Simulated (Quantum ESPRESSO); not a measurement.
Quantum ESPRESSO run on YAl₂ (Fd-3m, 6 atoms in the cell): self-consistent single point.

Computed with PBEsol, GBRV 1.5 ultrasoft (PBESOL) pseudopotentials (plane waves; Quantum ESPRESSO).

```xyz
6
Lattice="0.0000 4.0194 4.0194 4.0194 0.0000 4.0194 4.0194 4.0194 0.0000" Properties=species:S:1:pos:R:3 pbc="T T T"
Y      6.0291     6.0291     6.0291
Y      4.0194     4.0194     4.0194
Al     3.0146     1.0049     3.0146
Al     1.0049     1.0049     1.0049
Al     1.0049     3.0146     3.0146
Al     3.0146     3.0146     1.0049
```

Reference input (self-consistent single point, DFT, PBEsol, plane waves, GBRV 1.5 ultrasoft (PBESOL) pseudopotentials): ecutwfc = 40 Ry; ecutrho = 320 Ry; occupations = smearing; smearing = cold; degauss = 0.0099958 Ry; potentials = {Y: y_pbesol_v1.4.uspp.F.UPF, Al: al_pbesol_v1.uspp.F.UPF}; K_POINTS = automatic 10 10 10 0 0 0; conv_thr = 1e-10 Ry. This run's input differs from it in these lines:

```diff
@@ -37,3 +37,3 @@
 K_POINTS automatic
-10 10 10  0 0 0
+8 8 8  0 0 0
```

The program printed (abridged):

```
     Self-consistent Calculation

     iteration #  1     ecut=    40.00 Ry     beta= 0.70

---- Real-time Memory Report at c_bands before calling an iterative solver
           320 MiB given to the printing process from OS
            91 MiB allocation reported by mallinfo(arena+hblkhd)
------------------

     Threshold (ethr) on eigenvalues was too large:
     Diagonalizing with lowered threshold

---- Real-time Memory Report at c_bands before calling an iterative solver
           359 MiB given to the printing process from OS
           114 MiB allocation reported by mallinfo(arena+hblkhd)
------------------

   [... lines left out ...]

---- Real-time Memory Report at c_bands before calling an iterative solver
           383 MiB given to the printing process from OS
           135 MiB allocation reported by mallinfo(arena+hblkhd)
------------------

     total energy              =    -212.19666151 Ry
     estimated scf accuracy    <          6.7E-10 Ry

     iteration # 13     ecut=    40.00 Ry     beta= 0.70

---- Real-time Memory Report at c_bands before calling an iterative solver
           383 MiB given to the printing process from OS
           135 MiB allocation reported by mallinfo(arena+hblkhd)
------------------
     End of self-consistent calculation

     the Fermi energy is     8.5401 ev

!    total energy              =    -212.19666151 Ry
     estimated scf accuracy    <          5.0E-11 Ry
     smearing contrib. (-TS)   =      -0.00007657 Ry
     internal energy E=F+TS    =    -212.19658495 Ry

     convergence has been achieved in  13 iterations

     Forces acting on atoms (cartesian axes, Ry/au):

     atom    1 type  1   force =    -0.00000000    0.00000000    0.00000000
   [... zero for the other atoms too ...]

     Total force =     0.000000     Total SCF correction =     0.000000

          total   stress  (Ry/bohr**3)                   (kbar)     P=      -63.90
  -0.00043440  -0.00000000  -0.00000000          -63.90       -0.00       -0.00
  -0.00000000  -0.00043440  -0.00000000           -0.00      -63.90       -0.00
  -0.00000000  -0.00000000  -0.00043440           -0.00       -0.00      -63.90

   JOB DONE.
```

The run converged in 13 iterations. Against the reference run the free energy rises by 1.2 meV/atom and the pressure moves little (-6.37 to -6.39 GPa).

The starting cell comes from a database of computed structures (which also holds hypothetical and non-ambient phases and stackings), without a prior relaxation at this level. Its lattice was rescaled by a random factor within 2.5 % of one. With a pressure of about -6 GPa the cell is away from its equilibrium volume at this level.

Cost on one core of a shared machine: roughly 2 min.
